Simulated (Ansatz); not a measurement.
Consider NaCl in the rock salt structure (space group Fm-3m, No. 225; a = 5.696 Å).

All numbers come from DFT with PBE, PAW potentials and a 420 eV plane-wave cutoff in Ansatz (a first-principles code), scalar-relativistic without spin-orbit coupling.

Base values:

```
Quantity                        Result
-----------------------------  -------
Width of the top valence band  0.71 eV
Lattice parameter a            5.696 Å
```

The change: full substitution Na → Li; the structure is relaxed again.

What does the calculation give for the width of the top valence band after the change?

The width of the top valence band increases by 0.37 eV to 1.08 eV.

Predict the new lattice parameter a.

The lattice parameter a drops by 0.546 Å, from 5.696 Å to 5.150 Å.

The levels and masses belong to the bands next to the band gap. Stability against distortions was not tested.
